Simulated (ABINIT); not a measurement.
Band structure of Se (P3_121, 3 atoms in the cell).

```xyz
3
Lattice="4.4882 0.0000 0.0000 -2.2441 3.8869 0.0000 0.0000 0.0000 4.9604" Properties=species:S:1:pos:R:3 pbc="T T T"
Se     0.9779     0.0000     1.6535
Se    -0.4890     0.8469     3.3069
Se     1.7551     3.0399     0.0000
```

Method of the run: PBE, norm-conserving pseudopotentials (PseudoDojo nc-sr-05 PBE standard) (plane waves; ABINIT 10.0.3).

Settings: pseudos = [Se.upf]; ecut = 43 Ha; ixc = 11; occopt = 3; tsmear = 0.02 eV; ngkpt = 5 5 4; nshiftk = 1; shiftk = 0 0 0; potentials = PseudoDojo nc-sr-05 PBE standard; kptopt = 1; nstep = 60; tolvrs1 = 1e-10; ndtset = 2.

The starting cell comes from a database of computed structures (which also holds hypothetical and non-ambient phases and stackings), without a prior relaxation at this level. Its lattice was rescaled by a random factor within 2.5 % of one.

Question: Predict the gap along the standard path and the places of the band edges.

Answer: The gap along the path is 1.10 eV, from L to H; the smallest direct gap on it is 1.33 eV.

Levels in eV from the top of the valence band on the SCF mesh, bands 21 to 28:
| point | 21 | 22 | 23 | 24 | 25 | 26 | 27 | 28 |
|---|---|---|---|---|---|---|---|---|
| Γ | -3.56 | -1.94 | -1.94 | -0.30 | 2.06 | 2.06 | 2.35 | 5.99 |
| M | -3.19 | -2.64 | -1.75 | -0.87 | 2.10 | 2.54 | 4.04 | 5.65 |
| K | -2.61 | -2.61 | -2.52 | -1.32 | 3.05 | 3.05 | 3.75 | 6.04 |
| A | -3.32 | -1.39 | -1.39 | -0.94 | 1.41 | 1.41 | 1.43 | 6.51 |
| L | -4.08 | -1.63 | -1.13 | 0.06 | 1.69 | 2.72 | 3.09 | 6.38 |
| H | -4.63 | -0.86 | -0.19 | -0.19 | 1.16 | 2.86 | 2.86 | 6.64 |
